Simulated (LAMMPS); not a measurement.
System: GaN (wurtzite), 896 atoms, at 1620 K and 0 GPa, heated as the crystal.

All values are model results, not measurements: classical MD, pair style sw, file GaN.sw (LAMMPS).

```
angle (°)  probability per degree, N-Ga-N  probability per degree, Ga-N-Ga
---------  ------------------------------  -------------------------------
85.50                              0.0000                           0.0000
88.50                              0.0002                           0.0001
91.50                              0.0009                           0.0009
94.50                              0.0033                           0.0028
97.50                              0.0096                           0.0091
100.5                              0.0225                           0.0226
103.5                              0.0414                           0.0433
106.5                              0.0607                           0.0606
109.5                              0.0668                           0.0667
112.5                              0.0577                           0.0574
115.5                              0.0382                           0.0384
118.5                              0.0201                           0.0200
121.5                              0.0079                           0.0078
124.5                              0.0030                           0.0027
127.5                              0.0007                           0.0007
130.5                              0.0001                           0.0002
133.5                              0.0000                           0.0000
```

Read from the full data:
- state found: crystal; no diffusion seen in 30 ps
- most common N-Ga-N angle: in the 3° bin centred on 109.5° (mean of all 109°)
- most common Ga-N-Ga angle: in the 3° bin centred on 109.5° (mean of all 109°)
